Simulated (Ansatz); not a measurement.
The starting structures come from a database of crystals and need not be the phases stable at ambient conditions.

 Where the default PAW files enter, the runs use the earlier of Ansatz's two default sets.

Inside the gap of an insulator the Bloch states are evanescent, with a wavenumber k + iκ along the transport direction.

Here is the system:

```xyz
12
Lattice="4.6363 0.0000 0.0000 0.0000 5.0074 0.0000 0.0000 0.0000 5.6300" Properties=species:S:1:pos:R:3 pbc="T T T"
Ti     2.3181     3.7555     3.7889
Ti     2.3181     1.2518     1.8411
Ti     0.0000     1.2518     4.6561
Ti     0.0000     3.7555     0.9739
O      1.2585     0.4074     3.4809
O      3.3777     4.6000     2.1491
O      1.0596     2.9110     4.9641
O      3.5766     2.0963     0.6659
O      3.5766     4.6000     4.9641
O      1.0596     0.4074     0.6659
O      3.3777     2.0963     3.4809
O      1.2585     2.9110     2.1491
```

Space group of this cell: Pbcn. The cell is strained (all lengths scaled by 1.02); by r2SCAN its mean pressure is -14.2 GPa.

Transport runs along the normal of the first two printed cell vectors.

The gap is the functional's own. No spin-orbit coupling. Mid-gap values are interpolated on the energy grid.

Problem. Estimate the band gap and the smallest decay constant κ at mid-gap that r2SCAN run with Ansatz (a first-principles code) returns for this system.

Solution. Gap 2.77 eV on a 8×6×6 mesh; κ = 0.369 1/Å, at the zone centre.
